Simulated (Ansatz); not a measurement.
**Volume per atom of Al2Cu (model structure, started from the MoSi2 type, I4/mmm, No. 139, 3 atoms in the cell) at several levels of theory**

No measured value is used here.

| level (code) | value (Å³/atom) |
|---|---|
| PBE (Ansatz) | 15.16 |
| PBEsol (Ansatz) | 14.65 |
| PBE-D3(BJ) (Ansatz) | ? |

Problem. Some entries are withheld; supply them.

Solution. 
- PBE-D3(BJ) (Ansatz, an electronic-structure program), value (Å³/atom): 14.42

Ansatz's density-functional and Hartree–Fock values are scalar-relativistic unless marked +SOC, with PAW data made under PBE.

A model structure was made by putting elements into a prototype or built by hand; it is no filed structure, need not be a known phase, and can be a saddle point held by its symmetry.
